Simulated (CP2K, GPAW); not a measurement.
A GPAW input for a self-consistent single point of GaBi (F-43m, 2 atoms in the cell) (DFT PBEsol, plane waves, GPAW PAW datasets PBEsol (made by gpaw-setup)):

```python
from ase import Atoms
from ase.units import GPa
from gpaw import GPAW, PW

atoms = Atoms(['Ga', 'Bi'],
              cell=[[0.000000, 3.182665, 3.182665],
                    [3.182665, 0.000000, 3.182665],
                    [3.182665, 3.182665, 0.000000]],
              scaled_positions=[[0.250000, 0.250000, 0.250000],
                                [0.000000, 0.000000, 0.000000]],
              pbc=True)

calc = GPAW(mode=PW(600),
            xc='PBEsol',
            kpts={'size': (12, 12, 12), 'gamma': True},
            occupations={'name': 'methfessel-paxton', 'width': 0.2, 'order': 0},
            nbands=-8,
            convergence={'forces': 0.001},
            symmetry={'symmorphic': False, 'tolerance': 0.0005},
            maxiter=120,
            txt='-')

atoms.calc = calc

energy = atoms.get_potential_energy()
print('Energy (eV):', round(energy, 6))
forces = atoms.get_forces()
print('Forces (eV/Ang):')
print(forces.round(5))
stress = atoms.get_stress()
print('Stress (GPa, Voigt):', (stress / GPa).round(4))
```

Write the same calculation as an input for CP2K.

One input that does it (others would too):

```
&GLOBAL
  PROJECT scf
  RUN_TYPE ENERGY_FORCE
  PRINT_LEVEL LOW
&END GLOBAL
&FORCE_EVAL
  METHOD Quickstep
  STRESS_TENSOR ANALYTICAL
  &DFT
    BASIS_SET_FILE_NAME BASIS_MOLOPT
    POTENTIAL_FILE_NAME GTH_POTENTIALS
    &QS
      METHOD GPW
      EPS_DEFAULT 1E-10
    &END QS
    &MGRID
      CUTOFF 600
      REL_CUTOFF 60
      NGRIDS 5
    &END MGRID
    &SCF
      SCF_GUESS ATOMIC
      EPS_SCF 1E-6
      MAX_SCF 100
      ADDED_MOS 4
      &DIAGONALIZATION
        ALGORITHM STANDARD
      &END DIAGONALIZATION
      &MIXING
        METHOD BROYDEN_MIXING
        ALPHA 0.3
        NBUFFER 10
        BETA 1.5
      &END MIXING
      &SMEAR ON
        METHOD GAUSSIAN
        SIGMA [eV] 0.2
      &END SMEAR
    &END SCF
    &KPOINTS
      SCHEME MONKHORST-PACK 12 12 12
      GAMMA_CENTERED T
    &END KPOINTS
    &XC
      &XC_FUNCTIONAL
        &PBE
          PARAMETRIZATION PBESOL
        &END PBE
      &END XC_FUNCTIONAL
    &END XC
    &PRINT
      &MO
        EIGENVALUES T
        OCCUPATION_NUMBERS T
        NDIGITS 8
        FILENAME mo
        &EACH
          QS_SCF 0
        &END EACH
        ADD_LAST NUMERIC
      &END MO
      &MULLIKEN OFF
      &END MULLIKEN
    &END PRINT
  &END DFT
  &SUBSYS
    &CELL
      ABC 4.50096800 4.50096832 4.50096815
      ALPHA_BETA_GAMMA 59.99999604 60.00000107 60.00000236
      PERIODIC XYZ
    &END CELL
    &COORD
      SCALED
      Ga       0.25000000     0.25000000     0.25000000
      Bi       0.00000000     0.00000000     0.00000000
    &END COORD
    &KIND Ga
      BASIS_SET DZVP-MOLOPT-SR-GTH-q13
      POTENTIAL GTH-PBE-q13
    &END KIND
    &KIND Bi
      BASIS_SET DZVP-MOLOPT-SR-GTH-q5
      POTENTIAL GTH-PBE-q5
    &END KIND
  &END SUBSYS
  &PRINT
    &FORCES ON
    &END FORCES
    &STRESS_TENSOR ON
    &END STRESS_TENSOR
  &END PRINT
&END FORCE_EVAL
```

Basis, cutoffs, solver keys and any potentials are the target program's own. This input uses DFT PBEsol, GPW, DZVP-MOLOPT-SR-GTH basis, GTH-PBE potentials (GTH_POTENTIALS). Both were run: pressure -0.79 GPa in GPAW and 0.47 in CP2K.

On GPAW: the starting cell comes from a database of computed structures (which also holds hypothetical and non-ambient phases and stackings), without a prior relaxation at this level.

On CP2K: the starting cell comes from a database of computed structures (which also holds hypothetical and non-ambient phases and stackings), without a prior relaxation at this level. Values carry the incompleteness of an atom-centred basis. The potentials were made for another functional than the one used.
